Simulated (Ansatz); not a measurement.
Functionals compared on a constructed model of the (111) surface of fcc Pt, a pseudomorphic layer of Fe in the host's stacking (bottom of the slab: a bare face, its two planes held), in Ansatz (plane waves, PAW). The structure was relaxed with PBE; the other rows are single points on it. Cutoff 420 eV.

Set-up: 7 atoms, 13.7 Å thick at the start; mesh 15x15x1; 0.1 eV smearing; dipole correction on; 2 atoms held, the rest relaxed; symmetry of the start imposed; spin-polarised, ending with about 3.3 μB a cell; orders that need a larger cell were not tried, no spin-orbit, no U. It is one candidate, not shown to be the stable structure of the face. These notes are the PBE run's. RPBE: The program's check for a lower electronic state was not made.

| functional | work function of the top face (eV) | magnetic moment of the cell (μB) | rough cost of the single point |
|---|---|---|---|
| PBE | 4.50 | 3.27 | – |
| RPBE | 4.34 | 3.29 | very roughly 90 core-seconds |

Ansatz is an electronic-structure program.
